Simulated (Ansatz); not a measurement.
System: ScSiCN (model structure, started from the AlSiCN type, P3m1, No. 156, 4 atoms in the cell). Method: LDA in Ansatz (plane waves, PAW).

Settings: plane-wave cutoff 520 eV, 12×12×6 k mesh (along the axes of the cell as run), Fermi–Dirac smearing 0.01 eV, scalar-relativistic PAW data made under PBE.

Cell (relaxed at this level):

```
CELL_PARAMETERS angstrom
      3.27114     0.00000     0.00000
     -1.63557     2.83289     0.00000
      0.00000     0.00000     5.11214
ATOMIC_POSITIONS crystal
  Sc 0.33333 0.66667 0.52493
  Si 0.66667 0.33333 0.99557
  C  0.33333 0.66667 0.08129
  N  0.66667 0.33333 0.64820
```

Estimate the band gap, smallest direct gap on the k points sampled and Γ–Γ gap that the calculation returns.


* **band gap**: 1.82 eV (indirect)
* **smallest direct gap on the k points sampled**: 1.86 eV
* **Γ–Γ gap**: 4.07 eV

Note: the relaxation could raise the start's symmetry but not lower it, so the cell can be a saddle point.

Static lattice: no zero-point or thermal effects.

A model structure was made by putting elements into a prototype or built by hand; it is no filed structure, need not be a known phase, and can be a saddle point held by its symmetry.

Ansatz is a program for electronic structure.
